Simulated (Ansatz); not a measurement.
## Sr in the fcc (Cu type) structure (space group Fm-3m, No. 225)

```cif
data_Sr
_chemical_formula_sum 'Sr1'
_space_group_name_H-M_alt 'P 1'
_space_group_IT_number 1
_cell_length_a 4.26309
_cell_length_b 4.26309
_cell_length_c 4.26309
_cell_angle_alpha 60.000
_cell_angle_beta 60.000
_cell_angle_gamma 60.000
loop_
_space_group_symop_operation_xyz
  'x, y, z'
loop_
_atom_site_label
_atom_site_type_symbol
_atom_site_fract_x
_atom_site_fract_y
_atom_site_fract_z
_atom_site_occupancy
Sr1 Sr 0.00000 0.00000 0.00000 1
```

Calculations: PBE, PAW, 420 eV (Ansatz, an electronic-structure program; spin-orbit coupling left out). k-mesh 13×13×13 (Γ-centred); smearing 0.05 eV (Fermi–Dirac).

| Item | Result |
|---|---|
| Volume per atom | 54.78 Å³ |
| Density | 2.66 g/cm³ |
| Band gap | zero |
| Total energy | -3544.221 eV/atom (σ→0; compares only within this code and set-up) |

Whether these cells are dynamically stable was not tested.
